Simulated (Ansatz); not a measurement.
```
CELL_PARAMETERS angstrom
     15.00000     0.00000     0.00000
      0.00000    15.00000     0.00000
      0.00000     0.00000     7.57117
ATOMIC_POSITIONS crystal
  Cs 0.37582 0.37582 0.00000
  I  0.37080 0.37080 0.50000
  I  0.37080 0.62920 0.00000
  Cs 0.37582 0.62418 0.50000
  I  0.62920 0.37080 0.00000
  Cs 0.62418 0.37582 0.50000
  Cs 0.62418 0.62418 0.00000
  I  0.62920 0.62920 0.50000
```

All values below come from PBE (plane waves to 420 eV, PAW; Ansatz, a quantum-chemistry and plane-wave program). Mesh 1×1×42. No spin polarisation. It repeats along c; a and b span vacuum. A hypothetical model. Only distortions within the start's symmetry and period were free. Values not marked SOC lack spin–orbit coupling.

Question: Tabulate the two highest filled and two lowest empty levels along the axis, from the valence top.

Answer: 
```csv
k (2π/c),v2 (eV),v1 (eV),c1 (eV),c2 (eV)
0.000,-0.06,0.00,3.98,–
0.042,-0.06,-0.01,3.99,–
0.083,-0.08,-0.03,4.01,–
0.125,-0.09,-0.06,4.05,–
0.167,-0.10,-0.09,4.10,–
0.208,-0.10,-0.10,4.16,–
0.250,-0.11,-0.11,4.23,–
0.292,-0.11,-0.11,4.30,–
0.333,-0.11,-0.11,–,–
0.375,-0.12,-0.12,–,–
0.417,-0.12,-0.12,–,–
0.458,-0.12,-0.12,–,–
0.500,-0.12,-0.12,–,–
```
A dash stands for levels within 1 eV of the vacuum level or above it.
